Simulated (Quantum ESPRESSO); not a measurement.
Quick settings and what they miss: Li5Mg (C2, 6 atoms in the cell)

Self-consistent single point.

```
CELL_PARAMETERS angstrom
      4.47557    -2.58477     0.00000
      4.47557     2.58477     0.00000
     -2.95751     0.00000     4.88111
ATOMIC_POSITIONS crystal
  Li 0.00317 0.99683 0.00000
  Li 0.33010 0.33314 0.99974
  Li 0.66686 0.66990 0.00026
  Li 0.50039 0.16721 0.50118
  Li 0.83279 0.49961 0.49882
  Mg 0.16669 0.83331 0.50000
```

Level of theory: PBEsol, GBRV 1.5 ultrasoft (PBESOL) pseudopotentials (plane waves; Quantum ESPRESSO).

Base settings: ecutwfc = 40 Ry; ecutrho = 200 Ry; occupations = smearing; smearing = gaussian; degauss = 0.019992 Ry; potentials = {Li: li_pbesol_v1.4.uspp.F.UPF, Mg: mg_pbesol_v1.4.uspp.F.UPF}; K_POINTS = automatic 5 5 5 0 0 0; conv_thr = 1e-11 Ry.

Tight run (finer mesh or higher cutoff; not a proven limit): ecutwfc: 40 Ry → 56 Ry; ecutrho: 200 Ry → 280 Ry; conv_thr: 1e-11 Ry → 7.3e-11 Ry; K_POINTS: automatic 5 5 5 0 0 0 → automatic 7 7 7 0 0 0. It gave Fermi level (on the code's own zero) 2.07 eV; pressure 1.32 GPa; largest force (vector length) 0.049 eV/Å.

Quick runs, as changes from the base:
- A: the base itself
- B: ecutwfc: 40 Ry → 28 Ry; ecutrho: 200 Ry → 140 Ry; degauss: 0.019992 Ry → 0.0147 Ry; K_POINTS: automatic 5 5 5 0 0 0 → automatic 4 4 4 0 0 0
- C: ecutwfc: 40 Ry → 20 Ry; ecutrho: 200 Ry → 100 Ry; pseudopotentials: {Li: li_pbesol_v1.4.uspp.F.UPF, Mg: mg_pbesol_v1.4.uspp.F.UPF} → {Li: li_lda_v1.4.uspp.F.UPF, Mg: mg_lda_v1.4.uspp.F.UPF}; K_POINTS: automatic 5 5 5 0 0 0 → automatic 2 2 2 0 0 0 [LDA (PZ)]
- D: ecutwfc: 40 Ry → 32 Ry; ecutrho: 200 Ry → 160 Ry; smearing: gaussian → marzari-vanderbilt; degauss: 0.019992 Ry → 0.0099958 Ry; conv_thr: 1e-11 Ry → 7.3e-05 Ry; K_POINTS: automatic 5 5 5 0 0 0 → automatic 6 6 6 0 0 0
- E: ecutwfc: 40 Ry → 20 Ry; ecutrho: 200 Ry → 100 Ry; smearing: gaussian → marzari-vanderbilt; degauss: 0.019992 Ry → 0.0099958 Ry; K_POINTS: automatic 5 5 5 0 0 0 → automatic 4 4 4 0 0 0
- F: ecutwfc: 40 Ry → 24 Ry; ecutrho: 200 Ry → 120 Ry; conv_thr: 1e-11 Ry → 7.3e-05 Ry; pseudopotentials: {Li: li_pbesol_v1.4.uspp.F.UPF, Mg: mg_pbesol_v1.4.uspp.F.UPF} → {Li: li_lda_v1.4.uspp.F.UPF, Mg: mg_lda_v1.4.uspp.F.UPF}; K_POINTS: automatic 5 5 5 0 0 0 → automatic 1 1 1 0 0 0 [LDA (PZ)]

Energies are extrapolated to zero smearing width, which holds to low order in the width alone (under cold and Methfessel-Paxton smearing the free energy itself is taken).

Dashes: energy of C, F, another energy zero; time of C, F, under 30 s.

† marks runs with another functional, U, potentials or spin treatment: their distance from the tight run is not a convergence error alone.

The count of work is k-points × plane waves × bands × iterations; it is no time. Core times come from one kind of shared machine and are given to one figure; runs under 30 s give none.

The starting cell comes from a database of computed structures (which also holds hypothetical and non-ambient phases and stackings), without a prior relaxation at this level. Its lattice was rescaled by a random factor within 2.5 % of one.

| run | energy less tight (meV/atom) | pressure less tight (GPa) | largest miss in a force vector (eV/Å) | count of work / tight | core time / tight (rough) |
|---|---|---|---|---|---|
| A | 0.7 | 0.01 | 0.005 | 0.26 | 0.2 |
| B | 78.7 | -5.24 | 0.008 | 0.078 | 0.1 |
| C† | – | -63.95 | 0.021 | 0.014 | – |
| D | 10.7 | -2.61 | 0.024 | 0.13 | 0.2 |
| E | 1598.1 | -62.91 | 0.017 | 0.052 | 0.10 |
| F† | – | -14.74 | 0.160 | 0.0023 | – |

Among the runs at the tight run's level, the energy misses run from 0.7 to 1598.1 meV/atom.
